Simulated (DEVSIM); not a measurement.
System: illuminated Si n-on-p cell, one wavelength, with a back-surface field, at 350 K.

Layer 1 from the left is Si, thickness (μm) 0.890, Nd (cm⁻³) 1.6e19, τn (s) 7.8e-5, τp (s) 6.4e-5, absorption coefficient (cm⁻¹) 910. Layer 2 from the left is Si, thickness (μm) 240, Na (cm⁻³) 8.6e16, τn (s) 0.00079, τp (s) 0.00079, absorption coefficient (cm⁻¹) 910. Layer 3 from the left is Si, thickness (μm) 1.70, Na (cm⁻³) 1.8e18, τn (s) 0.00079, τp (s) 0.00079, absorption coefficient (cm⁻¹) 910.

Left contact: ohmic, minority hole recombination velocity 10 cm/s. Right contact: ohmic, minority electron recombination velocity 70 cm/s. Voltage is applied to the left contact. Recombination: SRH at mid-gap, radiative, Auger. Gap narrowing is on: ΔEg = 6.92 meV × (l + √(l² + 0.5)), l = ln(N/1.3e17 cm⁻³), shared equally by both band edges. Light enters at the left, 2.2e18 photons cm⁻² s⁻¹, one pass, no reflection. Mobility is μmin + (μ − μmin)/(1 + (N/Nref)^α).

Constants are typed, rounded textbook-type inputs, not results; the design itself was drawn at random and stands for no fabricated device. Values at 300 K; Nc and Nv go as T^1.5, mobilities as T to minus their exponent, the gap by Varshni's rule with the affinity fixed.

Si: gap (eV) 1.124, affinity (eV) 4.05, permittivity 11.7, Nc (cm⁻³) 2.86e19, Nv (cm⁻³) 3.1e19, μn (cm²/Vs) 1417, μp (cm²/Vs) 470, μn,min 52, μp,min 45, Nref,n 9.7e16, Nref,p 2.2e17, αn 0.68, αp 0.72, T exponent of μn 2.3, T exponent of μp 2.2, B (cm³/s) 4.7e-15, Cn (cm⁶/s) 2.8e-31, Cp (cm⁶/s) 9.9e-32, Varshni α (eV/K) 0.000473, Varshni β (K) 636.

DEVSIM, 1D drift-diffusion, Boltzmann statistics, complete ionisation; no tunnelling, impact ionisation, image-force lowering or self-heating.

Dark forward current:

```csv
|V| (V),|J| (A/cm²)
0.10,2.781e-9
0.15,1.449e-8
0.20,7.499e-8
0.25,3.903e-7
0.30,2.040e-6
0.35,1.068e-5
0.40,5.601e-5
0.45,0.0002938
0.50,0.001541
0.55,0.008076
0.60,0.04212
0.65,0.2147
0.70,1.014
0.75,4.204
0.80,15.21
0.85,44.73
0.90,101.3
0.95,185.6
1.00,293.8
1.05,421.9
1.10,566.3
1.15,724.1
1.20,893.2
1.25,1072
1.30,1259
1.35,1452
```

**Question.** Work out the local ideality factor n = ΔV / (kT/q · ln(J2/J1)) between the rows 0.15 and 0.20 V, 0.40 and 0.45 V, 1.30 and 1.35 V.

**Answer.** kT/q = 30.16 mV. From 0.15 to 0.20 V: ln(7.499e-8/1.449e-8) = 1.644, n = 1.01, near the 1 of diffusion or emission over a barrier. From 0.40 to 0.45 V: ln(0.0002938/5.601e-5) = 1.657, n = 1.00, near the 1 of diffusion or emission over a barrier. From 1.30 to 1.35 V: ln(1452/1259) = 0.143, n = 11.62.

**Question.** What current could the absorbed light give at most, and what share is collected?

**Answer.** Σ αd = 22.1, so qΦ(1 − exp(−Σ αd)) = 352 mA/cm². The simulated short-circuit current is 348.4 mA/cm², a share of 0.99.

**Question.** Estimate the open-circuit voltage by superposition: the voltage at which the dark current equals that short-circuit current.

**Answer.** Interpolating ln J in the table gives 0.666 V. The simulation gives 0.663 V; the estimate lies 3 mV above. Superposition holds where collection doesn't change with voltage.

**Question.** Estimate the fill factor from FF0 = (v − ln(v + 0.72))/(v + 1), v = qVoc/(nkT), with n from the dark curve.

**Answer.** The rows about Voc, 0.65 and 0.70 V, give n = 1.07, so v = 20.6 and FF0 = 0.812. The simulation gives 0.819, the same within the digits that matter.
